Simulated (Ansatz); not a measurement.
We consider Si (model structure, I-43m, No. 217, 23 atoms in the cell), described by LDA (plane waves, PAW; Ansatz, a quantum-chemistry and plane-wave program).

Numerical settings: plane-wave cutoff 520 eV, 6×6×6 k mesh, Fermi–Dirac smearing 0.01 eV, scalar-relativistic PAW data made under PBE.

Cell (relaxed at this level):

```xyz
23
Lattice="-4.9910 4.9910 4.9910 4.9910 -4.9910 4.9910 4.9910 4.9910 -4.9910" Properties=species:S:1:pos:R:3 pbc="T T T"
Si     0.0000     0.0000     0.0000
Si     1.3538     1.3538     1.3538
Si     3.6373     3.6373    -3.6373
Si     3.6373    -3.6373     3.6373
Si    -3.6373     3.6373     3.6373
Si     2.4955     4.9910     0.0000
Si     2.4955     0.0000     4.9910
Si     0.0000     2.4955     4.9910
Si     4.9910     2.4955     0.0000
Si     4.9910     0.0000     2.4955
Si     0.0000     4.9910     2.4955
Si     0.8441     0.8441     3.5614
Si     4.1470     4.1470    -1.4296
Si    -0.8441     0.8441     6.4207
Si     0.8441    -0.8441     6.4207
Si     3.5614     0.8441     0.8441
Si    -1.4296     4.1470     4.1470
Si     6.4207    -0.8441     0.8441
Si     6.4207     0.8441    -0.8441
Si     0.8441     3.5614     0.8441
Si     4.1470    -1.4296     4.1470
Si     0.8441     6.4207    -0.8441
Si    -0.8441     6.4207     0.8441
```

Problem. Predict the band gap and Γ–Γ gap.

Solution. 
- band gap = 1.20 eV (on the SCF k mesh)
- Γ–Γ gap = 1.74 eV

Note: the relaxation could raise the start's symmetry but not lower it, so the cell can be a saddle point.

Computed values are for the static lattice.

A model structure was made by putting elements into a prototype or built by hand; it is no filed structure, need not be a known phase, and can be a saddle point held by its symmetry.
